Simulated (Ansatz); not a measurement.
The reference is TiC in the rock salt structure (space group Fm-3m, No. 225; a = 4.293 Å; relaxed with 0.1 eV smearing). Axes: x, y, z lie along the cube axes.

The values are results of Ansatz (a first-principles code), PBEsol, PAW, cutoff 420 eV, scalar-relativistic without spin-orbit coupling, not measurements.

Base values:

The pressure is 0.0 GPa.

The change: tensile biaxial strain of 2.22 % in the plane normal to [110], as in epitaxy on a mismatched substrate; the out-of-plane cell vector and the atoms relax.

How does this affect the out-of-plane strain and pressure?

The out-of-plane strain comes out as -1.21 %; the pressure (mean of the normal stresses, compression positive) goes from zero to -7.8 GPa.

A biaxial case was relaxed in a doubled cell and then solved in the primitive one. No phonon test of stability was made. The base started in Pnma and relaxed to Fm-3m at this level. All final runs are without spin polarisation.
